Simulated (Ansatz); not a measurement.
Consider CuAu (space group P4/mmm, No. 123; a = 2.813 Å, c = 3.593 Å; relaxed with 0.1 eV smearing).

Computed with PBEsol in Ansatz (plane waves to 420 eV, PAW, without spin-orbit coupling).

Strains are applied to the cell and any free atomic positions relax.

One change was made to it. Results:

The energy grows by 14 meV/atom; the pressure (mean of the normal stresses, compression positive) goes from zero to -6.8 GPa.

Q: Name the change that was made.
A) isotropic strain +0.50 %
B) isotropic strain −2.50 %
C) isotropic strain +1.50 %

A: C, isotropic strain +1.50 %. For comparison, the energy relative to the base in the other runs: isotropic strain +0.50 % gives +1.7 meV/atom; isotropic strain −2.50 % gives +48 meV/atom.

Stability against distortions was not tested. All final runs are without spin polarisation.

Ansatz is an electronic-structure program.
